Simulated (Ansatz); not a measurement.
WSe2: energy against strain

WSe2 (2H layered, P6_3/mmc, 18.695 Å³/atom at rest, c along z) under a strain ε along a direction in the basal plane (axis x), the other axes held. PBEsol-D3(BJ) in Ansatz, a plane-wave DFT program (PAW, default set), 420 eV, 12×12×3 Γ-centred mesh, Fermi-Dirac smearing 0.05 eV; ions are relaxed within the symmetry of each cell.

Here s stands for strain and y for E less E0.

| strain (%) | E less E0 (meV/atom) |
|---|---|
| -3.00 | ? |
| -1.20 | 1.97 |
| -0.60 | 0.49 |
| 0.00 | 0.00 |
| 0.60 | 0.47 |
| 1.20 | 1.84 |

Fit y of the 5 rows that show it with a parabola. Least squares gives y = 0.003 - 0.0467·s + 1.3214·s². Residuals (row less fit): 0.008, -0.017, -0.003, 0.019, -0.010; standard error 0.020 (degrees of freedom: 2). Twice the quadratic coefficient over the volume, 2 × 1.3214 meV × 10⁴ × 0.1602 / 18.695 Å³, is the elastic constant C11 = 226 ± 3 GPa.

Problem. Predict the withheld y at s = -3.00 from the fit, and compare with the calculation.

Solution. y = 0.003 - 0.0467 × (-3.0) + 1.3214 × (-3.0)² = 12.036 meV/atom. The calculation gives 13.01 meV/atom, 0.974 meV/atom above the prediction (7.5 % of the range of y in the table). The row lies outside the fitted rows, so this is an extrapolation. From the scatter of the fitted rows alone, a prediction at this place has a standard error of 0.131 meV/atom, so the miss is 7.4 times that.

One order more, fitted to all 11 runs of the series, follows each within 0.01, so the miss is the next term of a smooth law. Rows are the converged runs of the series near zero and its far end; series whose fitted rows scatter by over a few per cent of the range, as at a crossing or softening among them, aren't shown in this form. Most that stay on the fit to the last digits aren't either.
